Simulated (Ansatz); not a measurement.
Data:

End structure of the (000-1) surface of 4H silicon carbide, C-terminated, CH3 on every top atom (bottom of the slab: 1 H on 1 bottom site):

```
CELL_PARAMETERS angstrom
      3.09409     0.00000     0.00000
     -1.54704     2.67956     0.00000
      0.00000     0.00000    28.00000
ATOMIC_POSITIONS crystal
  Si 0.66667 0.33333 0.34581
  C  0.00000 0.00000 0.36846
  Si 0.00000 0.00000 0.43611
  C  0.33333 0.66667 0.45865
  Si 0.33333 0.66667 0.52656
  C  0.00000 0.00000 0.54933
  Si 0.00000 0.00000 0.61693
  C  0.66667 0.33333 0.64014
  H  0.66667 0.33333 0.29224
  C  0.66667 0.33333 0.69603
  H  0.99150 0.33974 0.71112
  H  0.66026 0.65175 0.71112
  H  0.34825 0.00850 0.71112
```

Model: 13-atom slab, 11.6 Å thick at the start with caps and adatoms (thin: gaps and levels are the slab's own), 6x6x1 mesh, Fermi-Dirac 0.025 eV, dipole correction, single point; on the structure that PBE left under its start's symmetry; no spin, no spin-orbit, no U. It is one candidate, not shown to be the stable structure of the face.

**Question.** Predict the gap of the slab on its k-mesh from HSE06, at the PBE geometry run with Ansatz (a program for electronic structure).

**Answer.** 3.12 eV
